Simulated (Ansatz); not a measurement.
Response to strain in MgSe

The reference is MgSe in the rock salt structure (space group Fm-3m, No. 225; a = 5.391 Å). Axes: x, y, z lie along the cube axes.

Strains are applied to the cell and any free atomic positions relax; under biaxial strain the out-of-plane vector relaxes too.

Calculations: LDA (Ansatz, an electronic-structure program), spin-orbit coupling left out.

| variant | out-of-plane strain | gap character |
|---|---|---|
| biaxial strain −2.50 %, plane normal [001], relaxed out of plane | [?] | indirect, Γ → X |
| biaxial strain −2.00 %, plane normal [001], relaxed out of plane | [?] | indirect, Γ → X |
| biaxial strain −1.50 %, plane normal [001], relaxed out of plane | +0.82 % | indirect, Γ → X |
| biaxial strain −0.50 %, plane normal [001], relaxed out of plane | +0.26 % | indirect, Γ → X |
| biaxial strain +0.50 %, plane normal [001], relaxed out of plane | -0.26 % | indirect, Γ → M |
| biaxial strain +1.00 %, plane normal [001], relaxed out of plane | -0.51 % | indirect, Γ → M |
| biaxial strain +1.50 %, plane normal [001], relaxed out of plane | -0.77 % | indirect, Γ → M |
| biaxial strain +2.50 %, plane normal [001], relaxed out of plane | -1.26 % | indirect, Γ → M |
| biaxial strain +3.00 %, plane normal [001], relaxed out of plane | [?] | indirect, Γ → M |

### Question
What belongs in the blanks?

### Answer

- biaxial strain −2.50 %, plane normal [001], relaxed out of plane, out-of-plane strain: +1.38 %
- biaxial strain −2.00 %, plane normal [001], relaxed out of plane, out-of-plane strain: +1.10 %
- biaxial strain +3.00 %, plane normal [001], relaxed out of plane, out-of-plane strain: -1.51 %

Stability against distortions was not tested. k-point labels follow each cell's own Brillouin zone.
